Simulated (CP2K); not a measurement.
CP2K run on LuHO₂ (Pmn2_1, 8 atoms in the cell): self-consistent single point.

Level of theory: LDA (Pade form), GPW, DZVP-MOLOPT-SR-GTH basis, GTH-PADE potentials (GTH_POTENTIALS) (CP2K).

The change in words: lattice scaled by 0.98. Reference geometry:
```
LuHO2
1.0
    3.35851     0.00000     0.00000
    0.00000     4.72909     0.00000
    0.00000     0.00000     5.30650
Lu H O
2 2 4
Direct
  0.00000   0.72145   0.98413
  0.50000   0.27855   0.48413
  0.50000   0.18768   0.96171
  0.00000   0.81232   0.46171
  0.50000   0.01517   0.85082
  0.00000   0.98483   0.35082
  0.00000   0.51551   0.62612
  0.50000   0.48449   0.12612
```

Reference input (self-consistent single point, DFT LDA (Pade form), GPW, DZVP-MOLOPT-SR-GTH basis, GTH-PADE potentials (GTH_POTENTIALS)): CUTOFF = 500 Ry; REL_CUTOFF = 50 Ry; SMEAR/METHOD = FERMI_DIRAC; ELECTRONIC_TEMPERATURE = 116.05 K; KPOINTS/SCHEME = MONKHORST-PACK 7 5 4; GAMMA_CENTERED = T; XC_FUNCTIONAL = PADE; Lu/BASIS_SET = DZVP-MOLOPT-SR-GTH; Lu/POTENTIAL = GTH-PADE-q25; H/BASIS_SET = DZVP-MOLOPT-SR-GTH; H/POTENTIAL = GTH-PADE-q1; O/BASIS_SET = DZVP-MOLOPT-SR-GTH. This run's input differs from it in these lines:

```diff
@@ -64,5 +64,5 @@
     &CELL
-      A 3.35851000 0.00000000 0.00000000
-      B 0.00000000 4.72909000 0.00000000
-      C 0.00000000 0.00000000 5.30650000
+      A 3.29134000 0.00000000 0.00000000
+      B 0.00000000 4.63450800 0.00000000
+      C 0.00000000 0.00000000 5.20037000
       PERIODIC XYZ
```

Output, abridged:

```
 SCF WAVEFUNCTION OPTIMIZATION

  Step     Update method      Time    Convergence         Total energy    Change
     1 NoMix/Diag. 0.40E+00      -     2.40767965      -591.0023104871 -5.91E+02
     2 Broy./Diag. 0.40E+00      -     0.36985491      -586.6509141462  4.35E+00
     3 Broy./Diag. 0.40E+00      -     0.05148976      -591.5295493305 -4.88E+00
     4 Broy./Diag. 0.40E+00      -     0.01908027      -590.8248429895  7.05E-01
     5 Broy./Diag. 0.40E+00      -     0.00770577      -590.8115365755  1.33E-02
     6 Broy./Diag. 0.40E+00      -     0.00163760      -590.7403488693  7.12E-02
   [... 4 lines left out ...]
    11 Broy./Diag. 0.40E+00      -     0.00000260      -590.7348742198  2.05E-05
    12 Broy./Diag. 0.40E+00      -     0.00000030      -590.7348946309 -2.04E-05
    13 Broy./Diag. 0.40E+00      -     0.00000012      -590.7348919960  2.63E-06
    14 Broy./Diag. 0.40E+00      -     0.00000002      -590.7348911854  8.11E-07
  *** SCF run converged in    14 steps ***

  Overlap energy of the core charge distribution:               0.00000003139275
  Self energy of the core charge distribution:               -876.36266152369785
  Core Hamiltonian energy:                                    247.00852352659649
  Hartree energy:                                              99.18733929205023
  Exchange-correlation energy:                                -60.56809251176935
  Electronic entropic energy:                                  -0.00000000000036
  Fermi energy:                                                 0.37797528101480

  Total energy:                                              -590.73489118542807
  Total energy (extrapolated to T->0):                       -590.73489118542784

                     Mulliken Population Analysis

   [... lines left out ...]

 STRESS| Analytical stress tensor [bar]
 STRESS|                        x                   y                   z
 STRESS|      x        7.85950297544E+04   1.77973636284E-02  -2.05347099529E-02
 STRESS|      y        1.77973636284E-02   9.93405480694E+04  -1.32056132654E+00
 STRESS|      z       -2.05347099529E-02  -1.32056132654E+00   9.06706784808E+04
 STRESS| 1/3 Trace                                             8.95354187682E+04
```

The run converged in 14 iterations. Against the reference run the free energy goes up by 11.8 meV/atom, the pressure goes from -2.26 to 8.95 GPa, the largest force goes from 0.671 to 1.440 eV/Å and the gap on the mesh goes from 4.418 to 4.601 eV.

The starting cell comes from a database of computed structures (which also holds hypothetical and non-ambient phases and stackings), without a prior relaxation at this level. For this run, on top of that: lattice scaled by 0.98. Spin-orbit coupling is off. Values carry the incompleteness of an atom-centred basis. With a pressure of about 9 GPa the cell is away from its equilibrium volume at this level. Forces in this geometry exceed 1 eV/Å.

Cost on one core of a shared machine: roughly 2 min.
